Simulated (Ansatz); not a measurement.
A computed series for SiGe: pressure series

Take SiGe in the wurtzite structure (space group P6_3mc, No. 186; a = 3.9040 Å, c = 6.4549 Å; a model cell, its experimental status unchecked) as the base.

Cell and atoms are relaxed at each pressure.

The values are results of r2SCAN, PAW, 500 eV (Ansatz, a quantum-chemistry and plane-wave program; no spin-orbit coupling), not measurements.

Notes on the quantities. enthalpy: H = E + PV relative to the base's energy.

```csv
case,lattice parameter a,smallest direct gap,enthalpy,band gap
base,3.904 Å,0.79 eV,–,0.66 eV
pressure −2 GPa,3.937 Å,0.71 eV,-0.27 eV/atom,0.70 eV
pressure −1 GPa,3.920 Å,0.75 eV,-0.13 eV/atom,0.68 eV
pressure 0.9 GPa,3.890 Å,0.82 eV,+0.12 eV/atom,0.65 eV
pressure 2.1 GPa,3.873 Å,0.86 eV,+0.28 eV/atom,0.62 eV
pressure 4.5 GPa,3.841 Å,0.94 eV,+0.58 eV/atom,0.58 eV
pressure 9 GPa,3.789 Å,1.07 eV,+1.14 eV/atom,0.51 eV
pressure 15 GPa,3.731 Å,1.22 eV,+1.86 eV/atom,0.42 eV
pressure 22.5 GPa,3.670 Å,1.39 eV,+2.71 eV/atom,0.31 eV
pressure 30 GPa,3.619 Å,1.53 eV,+3.52 eV/atom,0.22 eV
```

Load acts through the strain it causes; cell and atoms are relaxed under it. Whether these cells are dynamically stable was not tested. No other phases were tried under pressure. The zero or small gap of SiGe under pressure 30 GPa can change with the level of theory.
